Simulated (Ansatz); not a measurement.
Input and output of a self-consistent single point for ScB₂ (P6mm, 3 atoms in the cell) (Ansatz, a program for electronic structure).

Computed with PBEsol, harder PAW files (source: ansatz) made with PBE (plane waves; Ansatz).

```
CELL_PARAMETERS angstrom
      3.12968     0.00000     0.00000
     -1.56484     2.71039     0.00000
      0.00000     0.00000     3.51772
ATOMIC_POSITIONS crystal
  Sc 0.00000 0.00000 0.01421
  B  0.66667 0.33333 0.50000
  B  0.33333 0.66667 0.50000
```

Reference input (self-consistent single point, DFT, PBEsol, plane waves, default PAW files made with PBE): basis.ecutwfc = 420 eV; kpoints.mp_grid.grid = 12 12 9; hamiltonian.xc = pbesol; hamiltonian.pseudopotentials = {kind: paw} (the program's default PAW files); scf.occupations.method = gaussian; scf.occupations.width = 0.1 eV. This run's input differs from it in these lines:

Ansatz 0.2 input:
```diff
@@ -11,3 +11,3 @@
 basis:
-  ecutwfc: 420.0
+  ecutwfc: 850.0
 kpoints:
@@ -19,2 +19,3 @@
     kind: paw
+    source: ansatz
 scf:
```

Output (repeated stretches shortened):

```
SCF iter   1: F=—  HF=-2420.013548 eV  |F-HF|=—  |Δ(HF+E_count)|=         —  Δρ=6.60e-2  dr2=2.30e0  ethr=3.10e-3  ⟨swp⟩=5.6  Hψ=6756  notcnv=0
all-band conjugate gradients solve this SCF's bands
preconditioner: auto → none
SCF iter   2: F=—  HF=-2419.479668 eV  |F-HF|=—  |Δ(HF+E_count)|=   5.34e-1  Δρ=3.11e-2  dr2=4.98e-1  ethr=3.10e-3  ⟨swp⟩=2.3  Hψ=2527  notcnv=0  defer=32
   [... lines left out ...]
SCF iter   4: F=—  HF=-2419.342990 eV  |F-HF|=—  |Δ(HF+E_count)|=   2.33e-4  Δρ=1.20e-3  dr2=5.86e-4  ethr=1.94e-5  ⟨swp⟩=2.2  Hψ=2368  notcnv=0  defer=26
SCF iter   5: F=—  HF=-2419.342867 eV  |F-HF|=—  |Δ(HF+E_count)|=   1.23e-4  Δρ=3.47e-4  dr2=3.68e-5  ethr=3.45e-6  ⟨swp⟩=2.2  Hψ=1778  notcnv=0  defer=26
SCF iter   6: F=—  HF=-2419.342862 eV  |F-HF|=—  |Δ(HF+E_count)|=   5.11e-6  Δρ=6.95e-5  dr2=6.15e-7  ethr=2.17e-7  ⟨swp⟩=2.6  Hψ=1824  notcnv=0  defer=26
SCF iter   7: F=-2419.342862 eV  HF=-2419.342862 eV  |F-HF|=9.33e-9  |Δ(HF+E_count)|=   4.53e-7  Δρ=1.26e-5  dr2=1.31e-8  ethr=5.88e-10  ⟨swp⟩=6.4  Hψ=5927  notcnv=0
SCF 1 converged in 7 iterations: F = -2419.342862 eV  dr2 = 1.31e-8
Free energy (F): -2419.342862 eV
Internal energy: -2419.339716 eV  (E = F + TS)
E sigma→0 (E₀):  -2419.341289 eV
Entropy (-TS):   -0.003146 eV (-1.049 meV/atom)
Fermi energy:    12.030310 eV
--- Forces (eV/Å), atoms counted from 1 ---
  atom   1  Sc     0.00000000     0.00000000    -0.48195005
  atom   2  B      0.00000000    -0.00000000     0.24097761
  atom   3  B      0.00000000     0.00000000     0.24097761
--- Stress (GPa, compression-positive) ---
       -1.153882       0.000000       0.000000
        0.000000      -1.153882       0.000000
        0.000000       0.000000      -3.553526
  P = ⅓ Tr σ = -1.9538 GPa (-19.538 kbar)
  The stress holds the Pulay correction. Without it, at fixed plane waves, as pw.x and ABINIT print it: P = -1.9604 GPa
```

The run converged in 7 iterations. Against the reference run the pressure stays at -1.95 GPa and the largest force hardly changes (0.481 to 0.482 eV/Å).

The starting cell comes from a database of computed structures (which also holds hypothetical and non-ambient phases and stackings), without a prior relaxation at this level. Its lattice was rescaled by up to half a per cent. One atom was moved a little off its site on purpose. Ansatz's pressure includes its estimate of the finite-basis (Pulay) stress.
